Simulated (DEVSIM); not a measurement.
Device: isotype n-n heterojunction GaP/Si, at 300 K.

Layer 1 from the left is GaP, thickness (μm) 0.110, Nd (cm⁻³) 1.1e16, τn (s) 2.5e-6, τp (s) 2.5e-6. Layer 2 from the left is Si, thickness (μm) 0.620, Nd (cm⁻³) 2.7e17, τn (s) 2.5e-6, τp (s) 2.5e-6.

Left contact: ohmic. Right contact: ohmic. Voltage is applied to the left contact. Recombination: SRH at mid-gap, radiative, Auger. Mobility is μmin + (μ − μmin)/(1 + (N/Nref)^α).

This is a model device: material constants are rounded textbook-type values typed into the input, and sizes, dopings and lifetimes were drawn at random. Values at 300 K.

GaP: gap (eV) 2.26, affinity (eV) 3.8, permittivity 11.1, Nc (cm⁻³) 1.8e19, Nv (cm⁻³) 1.9e19, μn (cm²/Vs) 250, μp (cm²/Vs) 150, μn,min 10, μp,min 10, Nref,n 4.4e18, Nref,p 1e18, αn 0.8, αp 0.85, B (cm³/s) 1e-13, Cn (cm⁶/s) 1e-30, Cp (cm⁶/s) 1e-30. Si: gap (eV) 1.124, affinity (eV) 4.05, permittivity 11.7, Nc (cm⁻³) 2.86e19, Nv (cm⁻³) 3.1e19, μn (cm²/Vs) 1417, μp (cm²/Vs) 470, μn,min 52, μp,min 45, Nref,n 9.7e16, Nref,p 2.2e17, αn 0.68, αp 0.72, B (cm³/s) 4.7e-15, Cn (cm⁶/s) 2.8e-31, Cp (cm⁶/s) 9.9e-32.

DEVSIM, 1D drift-diffusion, Boltzmann statistics, complete ionisation; no tunnelling, impact ionisation, image-force lowering or self-heating. Band offsets follow the typed affinities; no thermionic-emission limit at abrupt steps, no polarisation charge.

Q: What does the simulation give for the dark forward voltage at 100 A/cm², the potential step across the device at zero bias?

A: dark forward voltage at 100 A/cm² 0.415 V; potential step across the device at zero bias 0.179 V.
